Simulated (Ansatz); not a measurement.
**Response to strain in Mg**

Consider Mg in the hcp (Mg type) structure (space group P6_3/mmc, No. 194; a = 3.175 Å, c = 5.163 Å; relaxed with 0.1 eV smearing). Axes: x lies along a and z along c of the hexagonal cell.

Strains are applied to the cell and any free atomic positions relax; under biaxial strain the out-of-plane vector relaxes too.

Calculations: Kohn–Sham DFT with the PBEsol functional, run in Ansatz (a program for electronic structure) with PAW and 420 eV plane waves, no spin-orbit coupling.

Notes on the quantities. in-plane stress: mean in-plane stress (compression positive).

```json
[
 {"case": "base", "volume per atom": "22.54 Å³", "in-plane stress": "–"},
 {"case": "biaxial strain −3.00 %, plane normal [001], relaxed out of plane", "volume per atom": "21.54 Å³", "in-plane stress": "+3.0 GPa"},
 {"case": "biaxial strain −1.50 %, plane normal [001], relaxed out of plane", "volume per atom": "22.04 Å³", "in-plane stress": "+1.3 GPa"},
 {"case": "biaxial strain −1.00 %, plane normal [001], relaxed out of plane", "volume per atom": "22.21 Å³", "in-plane stress": "+0.9 GPa"},
 {"case": "biaxial strain −0.50 %, plane normal [001], relaxed out of plane", "volume per atom": "___", "in-plane stress": "___"},
 {"case": "biaxial strain +0.50 %, plane normal [001], relaxed out of plane", "volume per atom": "22.70 Å³", "in-plane stress": "-0.4 GPa"},
 {"case": "biaxial strain +1.00 %, plane normal [001], relaxed out of plane", "volume per atom": "22.85 Å³", "in-plane stress": "-0.7 GPa"},
 {"case": "biaxial strain +1.50 %, plane normal [001], relaxed out of plane", "volume per atom": "23.00 Å³", "in-plane stress": "___"},
 {"case": "biaxial strain +2.00 %, plane normal [001], relaxed out of plane", "volume per atom": "23.16 Å³", "in-plane stress": "-1.4 GPa"},
 {"case": "biaxial strain +3.00 %, plane normal [001], relaxed out of plane", "volume per atom": "23.46 Å³", "in-plane stress": "-2.0 GPa"}
]
```

Question: Complete the table.

Answer: 
- biaxial strain −0.50 %, plane normal [001], relaxed out of plane, volume per atom: 22.37 Å³
- biaxial strain −0.50 %, plane normal [001], relaxed out of plane, in-plane stress: +0.4 GPa
- biaxial strain +1.50 %, plane normal [001], relaxed out of plane, in-plane stress: -1.1 GPa

Stability against distortions was not tested.
